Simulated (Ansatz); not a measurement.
# TaZn2N3: response to strain

The reference is TaZn2N3 (space group Cmc2_1, No. 36; a = 9.741 Å, b = 5.706 Å, c = 5.367 Å; a cell from a computed database, its experimental status unchecked). Axes: x, y, z lie along a, b, c of the conventional cell.

Strains are applied to the cell and any free atomic positions relax; under biaxial strain the out-of-plane vector relaxes too; under stress the whole cell relaxes.

Level of theory: Kohn–Sham DFT with the PBEsol functional, run in Ansatz (a program for electronic structure) with PAW and 420 eV plane waves, spin-orbit coupling left out.

Notes on the quantities. pressure: mean of the normal stresses, compression positive.

| variant | gap character | pressure | out-of-plane strain | band gap |
|---|---|---|---|---|
| base | indirect, F₀ → Y | 0.00 GPa | – | 2.23 eV |
| biaxial strain −2.44 %, plane normal [001], relaxed out of plane | indirect, Δ₀ → Y | (withheld) | +2.28 % | 2.21 eV |
| biaxial strain −1.00 %, plane normal [001], relaxed out of plane | indirect, Δ₀ → Y | 1.55 GPa | (withheld) | 2.21 eV |
| biaxial strain +3.62 %, plane normal [001], relaxed out of plane | indirect, F₀ → Y | -4.70 GPa | (withheld) | (withheld) |
| uniaxial stress, 8 GPa compression along x | indirect, F₀ → Y | – | – | 2.13 eV |

Question: What belongs in the blanks?

Answer: 
- biaxial strain −2.44 %, plane normal [001], relaxed out of plane, pressure: 3.96 GPa
- biaxial strain −1.00 %, plane normal [001], relaxed out of plane, out-of-plane strain: +0.95 %
- biaxial strain +3.62 %, plane normal [001], relaxed out of plane, out-of-plane strain: -3.78 %
- biaxial strain +3.62 %, plane normal [001], relaxed out of plane, band gap: 2.34 eV

With Ta present, leaving out spin-orbit coupling can change the band edges. Stability under load was not tested beyond the relaxation.
